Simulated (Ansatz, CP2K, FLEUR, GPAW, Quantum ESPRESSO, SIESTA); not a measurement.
# Code comparison for MgCd3 (P-6m2, 4 atoms in the cell)

Self-consistent single point.

```
CELL_PARAMETERS angstrom
      3.13458     0.00000     0.00000
     -1.56729     2.71463     0.00000
      0.00000     0.00000    10.03841
ATOMIC_POSITIONS crystal
  Mg 0.00000 0.00000 0.50000
  Cd 0.00000 0.00000 0.00000
  Cd 0.66667 0.33333 0.74779
  Cd 0.66667 0.33333 0.25221
```

All programs got the same cell, k-point mesh and kind of occupations (in Ansatz's words: kpoints.mp_grid.grid = 10 10 3; scf.occupations.method = gaussian; scf.occupations.width = 0.05 eV); potentials, basis and cutoffs are each program's usual ones.

```json
[
 {"code": "Ansatz", "model": "PBEsol, PAW files made with PBE", "pressure (GPa)": "-0.86", "largest force (eV/Å)": "0.023", "k-points": "28", "cutoff": "default"},
 {"code": "FLEUR", "model": "PBEsol, all-electron FLAPW (FLEUR), scalar-relativistic valence", "pressure (GPa)": "–", "largest force (eV/Å)": "0.023", "k-points": "28", "cutoff": "Kmax 3.8 1/bohr"},
 {"code": "CP2K", "model": "PBEsol, GPW, DZVP-MOLOPT-SR-GTH basis, GTH-PBE potentials (GTH_POTENTIALS)", "pressure (GPa)": "0.51", "largest force (eV/Å)": "0.011", "k-points": "152", "cutoff": "grid 1000 Ry"},
 {"code": "Quantum ESPRESSO", "model": "PBEsol, GBRV 1.5 ultrasoft (PBESOL) pseudopotentials", "pressure (GPa)": "-1.03", "largest force (eV/Å)": "0.036", "k-points": "28", "cutoff": "40 Ry"},
 {"code": "GPAW", "model": "PBEsol, GPAW PAW datasets PBEsol (made by gpaw-setup)", "pressure (GPa)": "-1.18", "largest force (eV/Å)": "0.011", "k-points": "28", "cutoff": "850 eV"},
 {"code": "SIESTA", "model": "GGA PBEsol, numerical atomic orbitals TZP, PseudoDojo PBEsol standard norm-conserving potentials (rewritten from UPF to PSML)", "pressure (GPa)": "-5.64", "largest force (eV/Å)": "0.278", "k-points": "167", "cutoff": "grid 300 Ry"}
]
```

A dash marks a value that a program does not give, or that is left out as unsure.

The spread over the programs that give each value: pressure within 6.15 GPa; largest force within 0.267 eV/Å.

The starting cell comes from a database of computed structures (which also holds hypothetical and non-ambient phases and stackings), without a prior relaxation at this level.

Question: Why do the programs differ, and what cannot be compared?

Answer: Differences of this kind can come from the potentials, where these differ, and from what each basis and cutoff leave unconverged. The valence holds different numbers of electrons (Ansatz (a first-principles code) 70, FLEUR 64, CP2K 46, Quantum ESPRESSO 46, GPAW 46, SIESTA 70). The zero of total energies and Fermi levels follows the potentials and each program's conventions, so they are not compared here. CP2K and SIESTA use small atom-centred bases, whose incompleteness enters pressures, forces and empty levels differently from a plane-wave cutoff. FLEUR treats all electrons, but the usual bases taken here (sphere radii, linearisation, local orbitals, empty states) were not tested for convergence, so the values are no reference for the others. Ansatz's pressure is given at a fixed set of plane waves, as the other plane-wave codes print theirs. The programs reduce the same mesh by symmetry to different extents, which changes the work and not the result. In the pressure, CP2K (by 1.54) and SIESTA (by 4.60) lie more than 1 GPa from the median of the plane-wave programs. In the force vectors, SIESTA (by 0.300) lies more than 0.08 eV/Å from the median of the plane-wave programs.

Left out of this page: ABINIT (failed or unconverged); Elk (not drawn, or without a comparable value).

Keys are those of Ansatz 0.2.
